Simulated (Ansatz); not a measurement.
We consider ZnS (R3m, No. 160, 36 atoms in the cell; start mp-1196782; a measured phase of this formula has another space group), described by LDA (Ansatz, an electronic-structure program, plane waves, PAW).

Settings: plane-wave cutoff 520 eV, 8×8×8 k mesh, Fermi–Dirac smearing 0.01 eV, scalar-relativistic PAW data made under PBE.

Cell (relaxed at this level):

Space group R3m, hexagonal axes (No. 160); a = b = 3.744 Å, c = 165.201 Å, α = β = 90.00°, γ = 120.00°

| atom | site | symmetry | x | y | z |
|---|---|---|---|---|---|
| Zn | 3a | 3m | 0.0000 | 0.0000 | 0.0000 |
| Zn | 3a | 3m | 0.0000 | 0.0000 | 0.0556 |
| Zn | 3a | 3m | 0.0000 | 0.0000 | 0.1111 |
| Zn | 3a | 3m | 0.0000 | 0.0000 | 0.1666 |
| Zn | 3a | 3m | 0.0000 | 0.0000 | 0.2222 |
| Zn | 3a | 3m | 0.0000 | 0.0000 | 0.2778 |
| Zn | 3a | 3m | 0.0000 | 0.0000 | 0.3519 |
| Zn | 3a | 3m | 0.0000 | 0.0000 | 0.4074 |
| Zn | 3a | 3m | 0.0000 | 0.0000 | 0.4629 |
| Zn | 3a | 3m | 0.0000 | 0.0000 | 0.5185 |
| Zn | 3a | 3m | 0.0000 | 0.0000 | 0.5926 |
| Zn | 3a | 3m | 0.0000 | 0.0000 | 0.6482 |
| Zn | 3a | 3m | 0.0000 | 0.0000 | 0.7037 |
| Zn | 3a | 3m | 0.0000 | 0.0000 | 0.7593 |
| Zn | 3a | 3m | 0.0000 | 0.0000 | 0.8148 |
| Zn | 3a | 3m | 0.0000 | 0.0000 | 0.8703 |
| Zn | 3a | 3m | 0.0000 | 0.0000 | 0.9074 |
| Zn | 3a | 3m | 0.0000 | 0.0000 | 0.9629 |
| S | 3a | 3m | 0.0000 | 0.0000 | 0.0139 |
| S | 3a | 3m | 0.0000 | 0.0000 | 0.0694 |
| S | 3a | 3m | 0.0000 | 0.0000 | 0.1250 |
| S | 3a | 3m | 0.0000 | 0.0000 | 0.1805 |
| S | 3a | 3m | 0.0000 | 0.0000 | 0.2361 |
| S | 3a | 3m | 0.0000 | 0.0000 | 0.2916 |
| S | 3a | 3m | 0.0000 | 0.0000 | 0.3658 |
| S | 3a | 3m | 0.0000 | 0.0000 | 0.4213 |
| S | 3a | 3m | 0.0000 | 0.0000 | 0.4768 |
| S | 3a | 3m | 0.0000 | 0.0000 | 0.5324 |
| S | 3a | 3m | 0.0000 | 0.0000 | 0.6065 |
| S | 3a | 3m | 0.0000 | 0.0000 | 0.6621 |
| S | 3a | 3m | 0.0000 | 0.0000 | 0.7176 |
| S | 3a | 3m | 0.0000 | 0.0000 | 0.7731 |
| S | 3a | 3m | 0.0000 | 0.0000 | 0.8287 |
| S | 3a | 3m | 0.0000 | 0.0000 | 0.8842 |
| S | 3a | 3m | 0.0000 | 0.0000 | 0.9213 |
| S | 3a | 3m | 0.0000 | 0.0000 | 0.9768 |
(The calculation used a cell of 36 atoms; values per cell refer to that cell.)

Problem. Give the computed band gap.

Solution. 
- band gap: 2.13 eV (on the SCF k mesh)

Note: the relaxation could not lower the start's symmetry, so the cell can be a saddle point above a distorted one.

A start named mp-… is a Materials Project structure, which need not be a measured phase.
